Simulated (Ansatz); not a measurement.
# monolayer SnSe$_{2}$: band-edge transport data

Data:

```yaml
crystal:
  lattice:
    - [3.90682, 0.00000, 0.00000]
    - [-1.95341, 3.38341, 0.00000]
    - [0.00000, 0.00000, 19.09975]
  atoms:
    - { symbol: Sn, position: [0.00000, 0.00000, 0.50000] }
    - { symbol: Se, position: [0.33333, 0.66667, 0.58289] }
    - { symbol: Se, position: [0.66667, 0.33333, 0.41711] }
```

These are PBE, rigid bands (plane waves, PAW, scalar-relativistic; Ansatz, a first-principles code) values and carry that method's errors. Condition of this run: biaxial strain +1 %. Cell: cell and atoms relaxed with PBE, then loaded as said.

```json
{
  "band_gap": "0.82 eV",
  "electron conductivity mass (300 K, dilute)": "0.35 mₑ",
  "effective density of states N_c (300 K)": "1.3e13 cm⁻²",
  "Seebeck coefficient, n-type 1.9e12 cm⁻², 300 K": "-337 μV/K"
}
```

Rigid bands; masses and Seebeck coefficients take one relaxation time τ for all states and one kind of carrier; polarons and phonon drag are left out. Spin-orbit coupling is left out.

Model free-standing layer, not matched to a measured one here: monolayer SnSe2.
